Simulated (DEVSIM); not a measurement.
System: abrupt GaAs n-p junction, at 300 K.

```csv
layer (left to right),material,thickness (μm),Nd (cm⁻³),Na (cm⁻³),τn (s),τp (s)
1,GaAs,2.80,4.8e16,-,2e-9,2e-9
2,GaAs,25.0,-,1.7e16,2e-9,2e-9
```

Left contact: ohmic. Right contact: ohmic. Voltage is applied to the left contact. Recombination: SRH at mid-gap, radiative, Auger. Mobility is μmin + (μ − μmin)/(1 + (N/Nref)^α).

This is a model device: material constants are rounded textbook-type values typed into the input, and sizes, dopings and lifetimes were drawn at random. Values at 300 K.

```
parameter        GaAs
-------------  ------
gap (eV)        1.424
affinity (eV)    4.07
permittivity     12.9
Nc (cm⁻³)      4.7e17
Nv (cm⁻³)        9e18
μn (cm²/Vs)      8500
μp (cm²/Vs)       400
μn,min            500
μp,min             20
Nref,n           6e16
Nref,p         1.5e17
αn               0.39
αp               0.38
B (cm³/s)       2e-10
Cn (cm⁶/s)      1e-30
Cp (cm⁶/s)      1e-30
```

Simulated with DEVSIM: 1D drift-diffusion, Boltzmann statistics, complete ionisation; no tunnelling, impact ionisation, image-force lowering or self-heating.

Base results: dark forward voltage at 1 A/cm² (V) 1.003; potential step across the device at zero bias (V) 1.203; dark forward voltage at 100 A/cm² (V) 1.322; largest field in the device at zero bias (V/cm) 64000.

### Question
What follows from this one change: minority lifetime in layer 1 2e-09 → 6e-11 s?

### Answer
dark forward voltage at 1 A/cm² 1.003 → 0.992 V; potential step across the device at zero bias little changed (1.203 V); dark forward voltage at 100 A/cm² 1.322 → 1.328 V; largest field in the device at zero bias little changed (64000 V/cm).

### Question
What follows from this one change: minority lifetime in layer 2 2e-09 → 6e-10 s?

### Answer
dark forward voltage at 1 A/cm² 1.003 → 0.988 V; potential step across the device at zero bias little changed (1.203 V); dark forward voltage at 100 A/cm² 1.322 → 1.369 V; largest field in the device at zero bias little changed (64000 V/cm).

### Question
What follows from this one change: thickness of layer 2 25 → 42 μm?

### Answer
dark forward voltage at 1 A/cm² little changed (1.006 V); potential step across the device at zero bias little changed (1.203 V); dark forward voltage at 100 A/cm² 1.322 → 1.525 V; largest field in the device at zero bias little changed (64000 V/cm).

### Question
What follows from this one change: constant mobility in place of the doping-dependent one?

### Answer
dark forward voltage at 1 A/cm² 1.003 → 0.997 V; potential step across the device at zero bias little changed (1.203 V); dark forward voltage at 100 A/cm² 1.322 → 1.247 V; largest field in the device at zero bias little changed (64000 V/cm).
